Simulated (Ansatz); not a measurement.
The reference is BeSe in the zinc blende structure (space group F-43m, No. 216; a = 5.129 Å). Axes: x, y, z lie along the cube axes.

The values are results of PBEsol (Ansatz, an electronic-structure program; PAW; 420 eV plane waves; without spin-orbit coupling), not measurements.

One thing is altered: tensile biaxial strain of 1.25 % in the plane normal to [111], as in epitaxy on a mismatched substrate; the out-of-plane cell vector and the atoms relax.

Q: Predict the new in-plane stress and energy relative to the base.

A: The mean in-plane stress (compression positive) amounts to -2.3 GPa; the energy goes up by 3.0 meV/atom.

Stability against distortions was not tested.
